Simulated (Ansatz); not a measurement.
Electronic density of states of amorphous Ni₂₂Pt₂Si₂₄, density 6.35 g/cm³, on a 2×2×2 Γ-centred mesh with a Gaussian width of 0.1 eV; energies count from the Fermi level. Cell and mesh are small, so fine structure isn't converged. The numbers are results of PBE, scalar-relativistic without spin-orbit coupling (plane waves to 420 eV, PAW; Ansatz, a program for electronic structure), not measurements. Sampling: a 2×2×2 Γ-centred mesh; Fermi-Dirac width 0.1 eV; no spin polarisation.

It comes from a melt-quench run on a machine-learned potential (CHGNet), relaxed afterwards by DFT. The hot cell started wider than the set density and was brought back towards it in steps. It is the lowest in DFT energy of 2 quenches. It is a model cell: composition and starting density were chosen by hand, and all elements were melted together. No dispersion term was used. Its density started from a set value of 6.25 and ended at 6.35 g/cm³. The simulated quench (nominally 260 K/ps over its main leg) is rapid and tends to freeze in more defects than a deposited or slowly cooled glass has. Values belong to this one cell and scatter from quench to quench. The volume was free in the relaxation, at fixed shape. Stress components on the final sampling reach 1.2 GPa. On a 2×2×2 Γ-centred mesh force components of up to 0.30 eV/Å stay, since the relaxation ran on one k-point at (1/4, 1/4, 1/4).

(E - EF (eV), states/(eV atom)): (-12.00, 0.12); (-11.90, 0.13); (-11.80, 0.15); (-11.70, 0.16); (-11.60, 0.10); (-11.50, 0.05); (-11.40, 0.07); (-11.30, 0.08); (-11.20, 0.08); (-11.10, 0.12); (-11.00, 0.14); (-10.90, 0.16); (-10.80, 0.17); (-10.70, 0.18); (-10.60, 0.21); (-10.50, 0.22); (-10.40, 0.24); (-10.30, 0.21); (-10.20, 0.21); (-10.10, 0.18); (-10.00, 0.15); (-9.90, 0.16); (-9.80, 0.19); (-9.70, 0.18); (-9.60, 0.16); (-9.50, 0.17); (-9.40, 0.17); (-9.30, 0.11); (-9.20, 0.12); (-9.10, 0.24); (-9.00, 0.25); (-8.90, 0.20); (-8.80, 0.25); (-8.70, 0.31); (-8.60, 0.31); (-8.50, 0.26); (-8.40, 0.25); (-8.30, 0.23); (-8.20, 0.25); (-8.10, 0.21); (-8.00, 0.21); (-7.90, 0.24); (-7.80, 0.18); (-7.70, 0.21); (-7.60, 0.22); (-7.50, 0.17); (-7.40, 0.24); (-7.30, 0.22); (-7.20, 0.19); (-7.10, 0.20); (-7.00, 0.16); (-6.90, 0.10); (-6.80, 0.12); (-6.70, 0.16); (-6.60, 0.21); (-6.50, 0.30); (-6.40, 0.29); (-6.30, 0.30); (-6.20, 0.29); (-6.10, 0.34); (-6.00, 0.38); (-5.90, 0.40); (-5.80, 0.42); (-5.70, 0.43); (-5.60, 0.47); (-5.50, 0.46); (-5.40, 0.53); (-5.30, 0.55); (-5.20, 0.51); (-5.10, 0.47); (-5.00, 0.49); (-4.90, 0.51); (-4.80, 0.61); (-4.70, 0.62); (-4.60, 0.61); (-4.50, 0.60); (-4.40, 0.66); (-4.30, 0.73); (-4.20, 0.75); (-4.10, 0.79); (-4.00, 0.82); (-3.90, 0.86); (-3.80, 0.91); (-3.70, 0.98); (-3.60, 1.05); (-3.50, 1.14); (-3.40, 1.26); (-3.30, 1.37); (-3.20, 1.42); (-3.10, 1.52); (-3.00, 1.61); (-2.90, 1.63); (-2.80, 1.54); (-2.70, 1.44); (-2.60, 1.46); (-2.50, 1.50); (-2.40, 1.53); (-2.30, 1.59); (-2.20, 1.64); (-2.10, 1.68); (-2.00, 1.78); (-1.90, 1.85); (-1.80, 1.79); (-1.70, 1.72); (-1.60, 1.61); (-1.50, 1.46); (-1.40, 1.22); (-1.30, 1.10); (-1.20, 0.94); (-1.10, 0.82); (-1.00, 0.84); (-0.90, 0.73); (-0.80, 0.67); (-0.70, 0.62); (-0.60, 0.52); (-0.50, 0.51); (-0.40, 0.45); (-0.30, 0.37); (-0.20, 0.43); (-0.10, 0.51); (0.00, 0.48); (0.10, 0.44); (0.20, 0.36); (0.30, 0.34); (0.40, 0.36); (0.50, 0.33); (0.60, 0.30); (0.70, 0.28); (0.80, 0.28); (0.90, 0.29); (1.00, 0.30); (1.10, 0.26); (1.20, 0.28); (1.30, 0.30); (1.40, 0.36); (1.50, 0.42); (1.60, 0.42); (1.70, 0.39); (1.80, 0.41); (1.90, 0.45); (2.00, 0.44); (2.10, 0.41); (2.20, 0.44); (2.30, 0.48); (2.40, 0.43); (2.50, 0.43); (2.60, 0.43); (2.70, 0.40); (2.80, 0.35); (2.90, 0.38); (3.00, 0.43); (3.10, 0.46); (3.20, 0.41); (3.30, 0.41); (3.40, 0.38); (3.50, 0.40); (3.60, 0.38); (3.70, 0.33); (3.80, 0.38); (3.90, 0.43); (4.00, 0.41); (4.10, 0.37); (4.20, 0.34)
